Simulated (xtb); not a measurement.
xtb 6.7.1, GFN1-xTB: V(NMe)(NH2)2(Me) (C[N]=[V]([CH3])([NH2])[NH2]), 16 atoms. The geometry is a generated start, not checked to be a minimum at this level.

| Quantity | Value |
|---|---|
| method | GFN1-xTB |
| --acc | 1 (default) |
| --etemp (K) | 300 (default) |
| detailed input (--input) | none: ANC optimiser, Lindh (1995) Hessian, microcycle=20, maxdispl=1.0, hlow=0.01 (default) |
| basis functions | 50 |
| valence electrons | 38 |

```xyz
16

V     -0.4584    -0.2171     0.3980
N      0.6348    -0.5632    -0.7005
C      1.5953    -0.8231    -1.6861
H      1.2626    -0.4402    -2.6611
H      2.5488    -0.3424    -1.4264
H      1.7674    -1.9042    -1.7767
N      0.0980    -0.8336     1.9477
H     -0.5685    -0.7442     2.7156
H      0.9249    -1.3138     2.2895
N     -2.0426    -0.3360    -0.3569
H     -2.3488    -0.5257    -1.3068
H     -2.8664    -0.2833     0.2438
C     -0.1630     1.7926     0.5448
H      0.8347     2.0504     0.9084
H     -0.8969     2.1681     1.2683
H     -0.3218     2.3155    -0.4016
```

Charge 0 and multiplicity 1 are set for this test and not shown to be the ground state.

The structure is relaxed from this start with --opt LEVEL for the levels crude, sloppy, loose, lax, normal, tight, vtight, extreme, once each. Up to the end of the extreme run atoms move by at most 0.20 Å along an axis.

Question: What is the loosest level that ends within 5 meV of the extreme run, and how many cycles does it take?

Answer: sloppy: 7 cycles against 21, ending 1.7 meV above.

```
level    cycles  energy above the extreme run (meV)  gradient norm (eV/Å)
-------  ------  ----------------------------------  --------------------
crude         4                                  12                  0.34
sloppy        7                                 1.7                  0.15
loose         8                                0.78                  0.12
lax           9                                0.48                 0.075
normal       11                                0.18                 0.042
tight        14                               0.022                 0.010
vtight       17                          under 0.01                0.0029
extreme      21                                   —                0.0019
```
